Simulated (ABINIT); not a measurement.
Worked example: self-consistent single point of SrSbPt (P-6m2, 3 atoms in the cell) in ABINIT.

Level of theory: PBEsol, norm-conserving pseudopotentials (PseudoDojo nc-sr-04 PBEsol standard) (plane waves; ABINIT).

```
CELL_PARAMETERS angstrom
      4.50717     0.00000     0.00000
     -2.25359     3.90332     0.00000
      0.00000     0.00000     4.63998
ATOMIC_POSITIONS crystal
  Sr 0.00000 0.00000 0.00000
  Sb 0.66667 0.33333 0.50000
  Pt 0.33333 0.66667 0.50000
```

Reference input (self-consistent single point, DFT, LDA (PW92), plane waves, norm-conserving pseudopotentials (PseudoDojo nc-sr-04 LDA standard)): pseudos = [Sr.upf, Sb.upf, Pt.upf]; ecut = 84 Ry; occopt = 7; tsmear = 0.00367493 Ha; ngkpt = 6 6 5; nshiftk = 1; shiftk = 0 0 0; potentials = PseudoDojo nc-sr-04 LDA standard; nband = 29; kptopt = 1; nstep = 50; tolvrs = 1e-11. This run's input differs from it in these lines:

```diff
@@ -1,2 +1,2 @@
-# SrSbPt, PseudoDojo nc-sr-04 LDA standard
+# SrSbPt, PseudoDojo nc-sr-04 PBEsol standard
 pp_dirpath "./"
```

Its files differ too (potentials: PseudoDojo nc-sr-04 LDA standard → PseudoDojo nc-sr-04 PBEsol standard).

Output, abridged:

```
--- !BeginCycle
solver: {iscf: 7, nstep: 50, nline: 4, wfoptalg: 0, }
tolerances: {tolvrs: 1.00E-11, }
...

     iter   Etot(hartree)      deltaE(h)  residm     vres2
 ETOT  1  -255.19911839894    -2.552E+02 2.346E-01 5.422E+02
 ETOT  2  -255.36314970064    -1.640E-01 6.240E-02 1.978E+03
 ETOT  3  -255.60461701028    -2.415E-01 1.982E-02 1.218E+02
 ETOT  4  -255.61445503985    -9.838E-03 3.963E-03 3.485E+01
 ETOT  5  -255.61818253691    -3.727E-03 1.672E-02 1.072E+00
   [... 4 lines left out ...]
 ETOT 10  -255.61829677513    -5.037E-10 1.874E-03 6.981E-09
 ETOT 11  -255.61829677513     2.018E-12 6.152E-04 1.782E-09
 ETOT 12  -255.61829677513     3.922E-12 8.778E-04 3.877E-11
 ETOT 13  -255.61829677513    -8.839E-12 2.600E-04 1.479E-12
 At SCF step   13       vres2   =  1.48E-12 < tolvrs=  1.00E-11 =>converged.

 Cartesian components of stress tensor (hartree/bohr^3)
  sigma(1 1)=  3.11945094E-05  sigma(3 2)=  0.00000000E+00
  sigma(2 2)=  3.11945074E-05  sigma(3 1)=  0.00000000E+00
  sigma(3 3)=  9.49531525E-05  sigma(2 1)= -1.85020389E-13

 ----iterations are completed or convergence reached----

 reduced coordinates (array xred) for    3 atoms
       0.000000000000      0.000000000000      0.000000000000
       0.666666666667      0.333333333333      0.500000000000
       0.333333333333      0.666666666667      0.500000000000
 cartesian forces (eV/Angstrom) at end:
    1     -0.00000000000000    -0.00000000000000    -0.00000000000000
    2      0.00000000000000     0.00000000000000    -0.00000000000000
   [... lines left out ...]
 Fermi (or HOMO) energy (eV) =   6.42053   Average Vxc (eV)= -10.52172
   [... lines left out ...]
total_energy        : -2.55618296775134E+02
total_energy_eV     : -6.95572759518758E+03
band_energy         : -2.73583848704485E+01
...

-Cartesian components of stress tensor (GPa)         [Pressure= -1.5431E+00 GPa]
- sigma(1 1)=  9.17773999E-01  sigma(3 2)=  0.00000000E+00
- sigma(2 2)=  9.17773940E-01  sigma(3 1)=  0.00000000E+00
- sigma(3 3)=  2.79361773E+00  sigma(2 1)= -5.44348688E-09

 Calculation completed.
```

The run converged in 13 iterations. Against the reference run the pressure goes from -3.51 to -1.54 GPa.

The starting cell comes from a database of computed structures (which also holds hypothetical and non-ambient phases and stackings), without a prior relaxation at this level. Spin polarisation is off.

Cost on one core of a shared machine: roughly 3 min.
